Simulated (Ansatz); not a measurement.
Defect calculation: C interstitial in tetragonal WSi2

All values below come from PBE, PAW (plane waves to 420 eV; Ansatz, a first-principles code). Details: 54-site cell; 4×4×4 shifted k-points; start: void with 4Si nearest; no spin–orbit coupling; energies good to tenths of an eV; the relaxation kept the symmetry of the starting site; relaxed from one start, so a lower configuration may exist; flagged in the runs: a host that isn't quite at rest in this cell.

Neighbours after relaxation, in Å: of the C atom: Si 1.95, Si 1.95, Si 1.95, Si 1.95.

Formation energies E_f are those of the neutral cell. Chemical conditions: Si-rich (Δμ(C) = -0.41 eV, bounded by 6H silicon carbide; only phases computed here count, gases as isolated molecules at 0 K); W-rich (Δμ(C) = -0.29 eV, bounded by hexagonal WC; only phases computed here count, gases as isolated molecules at 0 K). Reference phases: C: graphite.

The name describes the start; the neighbours show where the atoms ended.

| charge | moment (μB) | largest move off a lattice site (Å) | E_f, Si-rich (eV) | E_f, W-rich (eV) |
|---|---|---|---|---|
| 0 | not spin-polarised | 0.22 | 5.95 | 5.84 |

Flagged in the runs: a host that isn't quite at rest in this cell.
